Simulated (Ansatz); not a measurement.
System: CsGeBr3 (R3m, No. 160, 5 atoms in the cell; start mp-642739). Method: PBEsol in Ansatz (PAW).

From the output:

```
Relaxation: its limit of steps is 80 (relax.max_steps)
Crystal: 5 atoms, lattice volume = 171.746 Å³
Basis set: ecut = 520 eV, 4633 PW (Γ), exchange–correlation on 90×90×90 points (8 copies of the dense FFT grid, shifted against one another)
Bands: 27, of which v1, the nominal top of the filled ones, is band 22 counted from 1 (21 counted from 0)
Symmetry: 2 space group operations
Space group: Cm (ITA 8), of the structure as read, at distance tolerance 5.6e-5 Å
k-points: 68 of 216 (time reversal used)
Functional: x = pbesol(κ = 0.804, μ = 0.12345679012345678), c = pbesol(β = 0.046)
SCF iter   1: F=—  HF=-18054.327304 eV  |F-HF|=—  |Δ(HF+E_count)|=         —  Δρ=1.59e-3  dr2=6.89e-3
SCF iter   2: F=—  HF=-18054.324600 eV  |F-HF|=—  |Δ(HF+E_count)|=   2.70e-3  Δρ=9.29e-4  dr2=2.10e-3
  ...
SCF 1 converged in 7 iterations: F = -18054.324550 eV  dr2 = 2.13e-8
Crystal: 5 atoms, lattice volume = 171.746 Å³
Initial density: handed on by an earlier stage of this run
SCF 2 converged in 5 iterations: F = -18054.325603 eV  dr2 = 2.45e-8
Crystal: 5 atoms, lattice volume = 171.746 Å³
SCF 3 converged in 5 iterations: F = -18054.326648 eV  dr2 = 1.10e-7
Crystal: 5 atoms, lattice volume = 171.746 Å³
Basis set: ecut = 520 eV, 4645 PW (Γ), exchange–correlation on 90×90×90 points (8 copies of the dense FFT grid, shifted against one another)
SCF 4 converged in 6 iterations: F = -18054.326759 eV  dr2 = 7.53e-10
Crystal: 5 atoms, lattice volume = 171.746 Å³
SCF iter   6: F=—  HF=-18054.326759 eV  |F-HF|=—  |Δ(HF+E_count)|=  1.49e-10  Δρ=1.04e-7  dr2=9.86e-12
SCF iter   7: F=-18054.326759 eV  HF=-18054.326759 eV  |F-HF|=3.64e-12  |Δ(HF+E_count)|=  1.09e-11  Δρ=7.20e-8  dr2=4.23e-12
SCF 5 converged in 7 iterations: F = -18054.326759 eV  dr2 = 4.23e-12
SCF converged after 7 iterations
Free energy (F): -18054.326759 eV
Internal energy: -18054.326759 eV  (E = F + TS)
E sigma→0 (E₀):  -18054.326759 eV
Fermi energy:    4.988198 eV
--- Forces (eV/Å), atoms counted from 1 ---
  atom   1  Cs    -0.00065458    -0.00000000     0.00047329
  atom   2  Ge     0.00015393     0.00000000    -0.00011363
  atom   3  Br     0.00027639    -0.00000000     0.00006847
  atom   4  Br     0.00011239    -0.00019499    -0.00021425
  atom   5  Br     0.00011239     0.00019499    -0.00021425
--- Stress (GPa, compression-positive) ---
       -0.267460      -0.000000      -0.006239
       -0.000000      -0.277100       0.000000
       -0.006239       0.000000      -0.272791
  P = ⅓ Tr σ = -0.2725 GPa (-2.725 kbar)
```

**Question.** Write an input file that could have produced this run (the log leaves some choices open).

**Answer.** Several could match; the one computed here: 
Ansatz 0.2 input:
```yaml
crystal:
  lattice:
    - [3.9509876403, -3.9102055098, 0.0576363889]
    - [3.9509876403, 3.9102055098, 0.0576363889]
    - [-0.1669448933, 0.0, 5.5559781266]
  atoms:
    - { symbol: Cs, position: [0.8969352119, 0.8969352119, 0.6015829607] }
    - { symbol: Ge, position: [0.3790215997, 0.3790215997, 0.1195704122] }
    - { symbol: Br, position: [0.3996890626, 0.3996890626, 0.5880135569] }
    - { symbol: Br, position: [0.3995301832, 0.9106139426, 0.0989565351] }
    - { symbol: Br, position: [0.9106139426, 0.3995301832, 0.0989565351] }
basis:
  ecutwfc: 520
  ecutrho_ratio: 4
  xc_grid: 2
kpoints:
  mp_grid: { grid: [6, 6, 6] }
hamiltonian:
  xc: pbesol
  dispersion: none
  pseudopotentials: { kind: paw }
scf:
  occupations: { method: fermi_dirac, width: 0.01 }
output:
  forces: true
  stress: true
  eigenvalues: true
relax:
  f_tol: 0.004
  escape_saddle: false
  max_steps: 80
  cell: { stress_tol: 0.02, fix: [volume] }
```

The cell is one volume of an energy–volume scan, off the minimum.

The PAW data were made under PBE.

Note: the relaxation could not lower the start's symmetry, so the cell can be a saddle point above a distorted one.

A start named mp-… is a Materials Project structure, which need not be a measured phase.

Ansatz is a quantum-chemistry and plane-wave program.
